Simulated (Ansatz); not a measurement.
The parent structure is SiC in the zinc blende structure (space group F-43m, No. 216; a = 4.329 Å). Axes: x, y, z lie along the cube axes.

Computed with LDA, PAW, 420 eV (Ansatz, an electronic-structure program; no spin-orbit coupling).

Before the change:

- Smallest direct gap: 4.53 eV

Perturbation: the cell is stretched by 2.00 % along z with no lateral relaxation; the atoms relax in the strained cell.

### Question
What happens to the stress?

### Answer
The stress (xx, yy, zz, yz, xz, xy; compression positive) is (-2.62, -2.62, -7.98, 0.00, 0.00, 0.00) GPa.

### Question
Predict the new smallest direct gap.

### Answer
The smallest direct gap falls by 0.04 eV to 4.49 eV.

Whether these cells are dynamically stable was not tested.
